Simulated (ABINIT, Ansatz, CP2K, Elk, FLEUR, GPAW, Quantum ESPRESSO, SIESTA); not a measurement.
## Code comparison for Sn (I4_1/amd, 2 atoms in the cell)

Self-consistent single point, at a second geometry (lattice scaled by 0.98). First geometry:

```
Sn
1.0
   -2.94984     2.94984     1.60458
    2.94984    -2.94984     1.60458
    2.94984     2.94984    -1.60458
Sn
2
Direct
  0.75000   0.25000   0.50000
  0.00000   0.00000   0.00000
```

Shared settings, as Ansatz (a quantum-chemistry and plane-wave program) writes them: kpoints.mp_grid.grid = 9 9 9; scf.occupations.method = fermi_dirac; scf.occupations.width = 0.136 eV. Potentials and cutoffs stand in the table.

```csv
code,model,ΔF from the first geometry (meV/atom),pressure (GPa),cutoff
Ansatz,"PBE, PAW files",27.3,4.55,default
SIESTA,"GGA PBE, numerical atomic orbitals DZP, PseudoDojo PBE standard norm-conserving potentials (rewritten from UPF to PSML)",31.8,4.87,grid 400 Ry
Quantum ESPRESSO,"PBE, SSSP 1.1.2 efficiency (PBE) pseudopotentials",27.9,4.63,40 Ry
FLEUR,"PBE, all-electron FLAPW (FLEUR), scalar-relativistic valence",27.7,–,Kmax 3.8 1/bohr
GPAW,"PBE, GPAW PAW datasets PBE (gpaw-data 1.0.1)",24.5,4.23,600 eV
CP2K,"PBE, GPW, DZVP-MOLOPT-SR-GTH basis, GTH-PBE potentials (GTH_POTENTIALS)",40.5,5.97,grid 400 Ry
ABINIT,"PBE, PAW (JTH v2.0 PBE PAW)",28.3,4.41,20 Ha
Elk,"PBE, all-electron FP-LAPW, Elk's shipped species files, APW+lo basis with extra local orbitals",27.1,–,rgkmax 7.5
```

A dash marks a value that a program does not give, or that is left out as unsure.

The spread over the programs that give each value: ΔF from the first geometry within 16.0 meV/atom; pressure within 1.74 GPa.

SIESTA and CP2K use small atom-centred bases, whose incompleteness enters pressures, forces and empty levels differently from a plane-wave cutoff. FLEUR and Elk treat all electrons, but the usual bases taken here (sphere radii, linearisation, local orbitals, empty states) were not tested for convergence, so the values are no reference for the others. Ansatz's pressure is given at a fixed set of plane waves, as the other plane-wave codes print theirs. In the pressure, CP2K (by 1.49) lies more than 1 GPa from the median of the plane-wave programs.

The starting cell comes from a database of computed structures (which also holds hypothetical and non-ambient phases and stackings), without a prior relaxation at this level. Its lattice was rescaled by a random factor within 2.5 % of one. For this run, on top of that: lattice scaled by 0.98.

Keys are those of Ansatz 0.2.
